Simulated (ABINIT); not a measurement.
**Pressure against volume in antifluorite Be2C (space group 225) (ABINIT, PBE)**

```yaml
crystal:
  lattice:
    - [0.00000, 2.13142, 2.13142]
    - [2.13142, 0.00000, 2.13142]
    - [2.13142, 2.13142, 0.00000]
  atoms:
    - { symbol: Be, position: [0.25000, 0.25000, 0.25000] }
    - { symbol: Be, position: [0.75000, 0.75000, 0.75000] }
    - { symbol: C, position: [0.00000, 0.00000, 0.00000] }
```

Level of theory: PBE, norm-conserving pseudopotentials (PseudoDojo nc-sr-05 PBE standard) (plane waves; ABINIT). Settings: pseudos = [Be.upf, C.upf]; ecut = 57 Ha; occopt = 3; tsmear = 0.00036749 Ha; ngkpt = 13 13 13; nshiftk = 1; shiftk = 0 0 0; potentials = PseudoDojo nc-sr-05 PBE standard; nband = 11; kptopt = 1; nstep = 100; tolvrs = 1e-10. The cell above is the first row's. The rows scale it uniformly. In all rows fractional positions and the k mesh are held.

```
V (Å^3/atom)  P (GPa)
------------  -------
6.455           11.08
6.596            6.10
6.736            1.56
6.876           -2.58
7.017           -6.34
7.157           -9.77
7.297          -12.90
7.438          -15.75
7.578               ?
```

Fit P of the 8 rows that show it with a cubic. With u = V - 6.95, the rows have u = -0.49500, -0.35400, -0.21400, -0.07400, 0.06700, 0.20700, 0.34700, 0.48800. Least squares gives P = -4.598 - 26.785·u + 8.959·u² - 1.873·u³. Residuals (row less fit): -0.003, 0.010, -0.003, -0.014, 0.013, 0.005, -0.008, 0.003; standard error 0.012 (degrees of freedom: 4). The fitted pressure is zero at V0 = 6.787, where dP/dV = -29.85, so B0 = -V0·dP/dV = 203 GPa.

Predict the withheld P at V = 7.578 from the fit, and compare with the calculation.

u = 0.62800, so P = -4.598 - 26.785 × 0.62800 + 8.959 × 0.62800² - 1.873 × 0.62800³ = -18.350 GPa. The calculation gives -18.35 GPa, which the fit meets to the printed digits. The row lies outside the fitted rows, so this is an extrapolation. From the scatter of the fitted rows alone, a prediction at this place has a standard error of 0.032 GPa, so the miss is 0.0 times that.

Carrying the step between the two nearest rows on in a straight line would have given -18.58, off by 0.23; series whose last step already gives the withheld value aren't shown. The scan was laid around a cell of about the measured size, scaled by a guess for this functional. The runs keep the symmetry of the cell, so they don't test it for distortions. Cutoffs and mesh are single choices, not tested for convergence of this quantity. Series with a scatter that would blur these digits, or in which a gap closes, are not shown.
